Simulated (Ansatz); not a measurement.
Consider MgSe in the rock salt structure (space group Fm-3m, No. 225; a = 5.472 Å). Axes: x, y, z lie along the cube axes.

Method: DFT with r2SCAN, PAW potentials and a 500 eV plane-wave cutoff in Ansatz (a program for electronic structure), without spin-orbit coupling.

Modification: a free-standing slab of 3 layers (6 atoms, 2 a layer) is cut normal to the z axis, with 15 Å of vacuum and the in-plane cell held at bulk.

Q: Predict the new gap character and change of the spacing d12 from its bulk value of 2.736 Å.

A: The gap character comes out as indirect, Γ–X (50 % along) → M; the change of the spacing d12 from its bulk value of 2.736 Å amounts to -0.9 %.

Whether these cells are dynamically stable was not tested. Labels are those of the standard path for the cell's own space group.
